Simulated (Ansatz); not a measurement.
Q: Name crystals whose Seebeck coefficient, p-type 1e19 cm⁻³ lies between 290 and 450 μV/K and whose electron conductivity mass lies between 0.36 and 0.57 mₑ, by PBEsol with spin-orbit coupling, rigid bands (Ansatz, a quantum-chemistry and plane-wave program).

A: Many crystals can fit; among those computed here:
- CsH (Fm-3m): 362 μV/K, 0.46 mₑ
- BeS (F-43m): 368 μV/K, 0.37 mₑ
- BaO (Fm-3m): 450 μV/K, 0.50 mₑ
- BaS (Fm-3m): 434 μV/K, 0.43 mₑ

Masses are for dilute carriers at 300 K, harmonic means over directions unless an axis is named. Seebeck coefficients are for the stated density at 300 K, with one relaxation time for all states and whether or not that doping can be reached.

Formula and space group known from diffraction (Crystallography Open Database), not checked to be the room-temperature form: BaS (Fm-3m), CsH (Fm-3m).
